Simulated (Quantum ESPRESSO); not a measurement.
The steps of a band-structure calculation for Ba3WO6 (Fm-3m, 10 atoms in the cell) with Quantum ESPRESSO.

Method: LDA (PZ), GBRV 1.5 ultrasoft (LDA) pseudopotentials (plane waves; Quantum ESPRESSO 7.5).

Step 1 (scf):

```fortran
&CONTROL
    calculation = 'scf'
    prefix = 'run'
    outdir = './work'
    pseudo_dir = './'
    tprnfor = .true.
    tstress = .true.
/
&SYSTEM
    ibrav = 0
    nat = 10
    ntyp = 3
    ecutwfc = 40
    ecutrho = 320
    occupations = 'fixed'
    nbnd = 46
/
&ELECTRONS
    conv_thr = 1.0d-10
    mixing_beta = 0.4
/
ATOMIC_SPECIES
Ba   137.3270  ba_lda_v1.uspp.F.UPF
W    183.8400  w_lda_v1.2.uspp.F.UPF
O     15.9990  o_lda_v1.2.uspp.F.UPF
CELL_PARAMETERS {angstrom}
   0.000000000     4.543725000     4.543725000
   4.543725000     0.000000000     4.543725000
   4.543725000     4.543725000     0.000000000
ATOMIC_POSITIONS {crystal}
Ba    0.750000000    0.750000000    0.750000000
Ba    0.250000000    0.250000000    0.250000000
Ba    0.500000000    0.500000000    0.500000000
W     0.000000000    0.000000000    0.000000000
O     0.785530000    0.214470000    0.785530000
O     0.214470000    0.785530000    0.214470000
O     0.785530000    0.214470000    0.214470000
O     0.214470000    0.785530000    0.785530000
O     0.785530000    0.785530000    0.214470000
O     0.214470000    0.214470000    0.785530000
K_POINTS {automatic}
3 3 3  1 1 1
```

Step 2 (bands):

```fortran
&CONTROL
    calculation = 'bands'
    prefix = 'run'
    outdir = './work'
    pseudo_dir = './'
    verbosity = 'high'
/
&SYSTEM
    ibrav = 0
    nat = 10
    ntyp = 3
    ecutwfc = 40
    ecutrho = 320
    occupations = 'fixed'
    nbnd = 51
/
&ELECTRONS
    conv_thr = 1.0d-10
    startingwfc = 'random'
    diago_thr_init = 1.0d-6
    diagonalization = 'cg'
/
ATOMIC_SPECIES
Ba   137.3270  ba_lda_v1.uspp.F.UPF
W    183.8400  w_lda_v1.2.uspp.F.UPF
O     15.9990  o_lda_v1.2.uspp.F.UPF
CELL_PARAMETERS {angstrom}
   0.000000000     4.543725000     4.543725000
   4.543725000     0.000000000     4.543725000
   4.543725000     4.543725000     0.000000000
ATOMIC_POSITIONS {crystal}
Ba    0.750000000    0.750000000    0.750000000
Ba    0.250000000    0.250000000    0.250000000
Ba    0.500000000    0.500000000    0.500000000
W     0.000000000    0.000000000    0.000000000
O     0.785530000    0.214470000    0.785530000
O     0.214470000    0.785530000    0.214470000
O     0.785530000    0.214470000    0.214470000
O     0.214470000    0.785530000    0.785530000
O     0.785530000    0.785530000    0.214470000
O     0.214470000    0.214470000    0.785530000
K_POINTS {crystal_b}
12
  0.00000000   0.00000000   0.00000000   7  ! G
  0.50000000   0.00000000   0.50000000   3  ! X
  0.50000000   0.25000000   0.75000000   2  ! W
  0.37500000   0.37500000   0.75000000   7  ! K
  0.00000000   0.00000000   0.00000000   6  ! G
  0.50000000   0.50000000   0.50000000   4  ! L
  0.62500000   0.25000000   0.62500000   2  ! U
  0.50000000   0.25000000   0.75000000   5  ! W
  0.50000000   0.50000000   0.50000000   4  ! L
  0.37500000   0.37500000   0.75000000   1  ! K
  0.62500000   0.25000000   0.62500000   2  ! U
  0.50000000   0.00000000   0.50000000   1  ! X
```

Step 3 (bands.x):

```fortran
&BANDS
    prefix = 'run'
    outdir = './work'
    filband = 'bands.dat'
    lsym = .false.
/
```

Output of bands (abridged):

```
     Atomic positions and unit cell read from directory:
     ./work/run.save/

     Message from routine setup:
     using ibrav=0 with symmetry is DISCOURAGED, use correct ibrav instead
     G-vector sticks info
     --------------------
     sticks:   dense  smooth     PW     G-vecs:    dense   smooth      PW
     Sum        3253    1639    451               122589    43407    6423

     bravais-lattice index     =            0
   [... lines left out ...]
     unit-cell volume          =    1266.0846 (a.u.)^3
   [... lines left out ...]

     negative rho (up, down):  3.347E-01 0.000E+00

     Band Structure Calculation
     CG style diagonalization

     ethr =  1.00E-06,  avg # of iterations = 31.5

     End of band structure calculation

          k = 0.0000 0.0000 0.0000 (  5329 PWs)   bands (ev):

   -66.7828 -30.9686 -30.9686 -30.9686 -19.2179 -19.1762 -17.1777  -8.9203
    -8.4020  -8.4020  -7.9692  -7.9692  -7.9692  -4.4205  -4.4205  -4.4205
    -4.2681  -4.2681  -4.2681  -2.3322  -2.3322  -2.3322   3.4088   3.4088
     3.8476   3.8797   3.8797   3.8797   5.8937   5.8937   5.8937   6.4893
     6.4893   6.4893   7.0285   7.0285   7.0285   7.4039   7.4039   7.4039
    10.3243  10.3243  10.3243  11.1107  11.1107  11.1621  12.4185  12.4185
    12.4185  13.0737  13.0737

          k = 0.0000 0.1010 0.0000 (  5421 PWs)   bands (ev):

   -66.7828 -30.9694 -30.9694 -30.9692 -19.2170 -19.1768 -17.1780  -8.9335
    -8.4198  -8.4016  -7.9728  -7.9728  -7.9344  -4.4142  -4.4142  -4.4082
    -4.2651  -4.2640  -4.2640  -2.3658  -2.3336  -2.3336   3.4091   3.4776
     3.8576   3.8808   3.8808   3.8956   5.8465   5.8768   5.8768   6.4633
     6.4703   6.4703   6.8974   7.0275   7.0275   7.3813   7.3813   7.4017
    10.2990  10.3803  10.3803  11.1651  11.1761  11.2609  12.4183  12.4540
    12.4540  13.0760  13.0880

   [... 42 blocks of this kind left out ...]
```

Output of bands.x (abridged):

```
     Reading xml data from directory:

     ./work/run.save/

     G-vector sticks info
     --------------------
     sticks:   dense  smooth     PW     G-vecs:    dense   smooth      PW
     Sum        3253    1639    451               122589    43407    6423

     negative rho (up, down):  3.347E-01 0.000E+00
     Reading collected, re-writing distributed wavefunctions
     high-symmetry point:  0.0000 0.0000 0.0000   x coordinate   0.0000
     high-symmetry point:  0.0000 0.7071 0.0000   x coordinate   0.7071
     high-symmetry point:  0.3536 0.7071 0.0000   x coordinate   1.0607
     high-symmetry point:  0.5303 0.5303 0.0000   x coordinate   1.3107
     high-symmetry point:  0.0000 0.0000 0.0000   x coordinate   2.0607
     high-symmetry point:  0.3536 0.3536 0.3536   x coordinate   2.6730
     high-symmetry point:  0.1768 0.7071 0.1768   x coordinate   3.1060
     high-symmetry point:  0.3536 0.7071 0.0000   x coordinate   3.3560
     high-symmetry point:  0.3536 0.3536 0.3536   x coordinate   3.8560
     high-symmetry point:  0.5303 0.5303 0.0000   x coordinate   4.2891
     high-symmetry point:  0.1768 0.7071 0.1768   x coordinate   4.7221
     high-symmetry point:  0.0000 0.7071 0.0000   x coordinate   4.9721

     Plottable bands (eV) written to file bands.dat.gnu
     Bands written to file bands.dat

   JOB DONE.
```

The gap along the path is 2.47 eV.

The starting cell comes from a database of computed structures (which also holds hypothetical and non-ambient phases and stackings), without a prior relaxation at this level. Spin-orbit coupling is off.
